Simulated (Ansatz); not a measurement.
System: ZnSe₂ (Pa-3, No. 205, 12 atoms in the cell; start mp-1102515). Method: LDA (Ansatz, an electronic-structure program, PAW).

Settings: plane-wave cutoff 520 eV, 6×6×6 k mesh, Fermi–Dirac smearing 0.01 eV, scalar-relativistic PAW data made under PBE.

Cell (relaxed with PBEsol):

Space group Pa-3 (No. 205); a = b = c = 6.239 Å, α = β = γ = 90.00°

```tsv
atom	site	symmetry	x	y	z
Zn	4a	.-3.	0.0000	0.0000	0.0000
Se	8c	.3.	0.3900	0.3900	0.3900
```

Question: What does this level give for the band gap and smallest direct gap on the k points sampled?

Answer: 
band gap: 0.63 eV (indirect)
smallest direct gap on the k points sampled: 0.82 eV

Note: cell and atoms aren't relaxed at this level (pressure -2.3 GPa).

Spin–orbit coupling is not included.

Static lattice: no zero-point or thermal effects.

The result took very roughly 50 core-seconds.

A start named mp-… is a Materials Project structure, which need not be a measured phase.
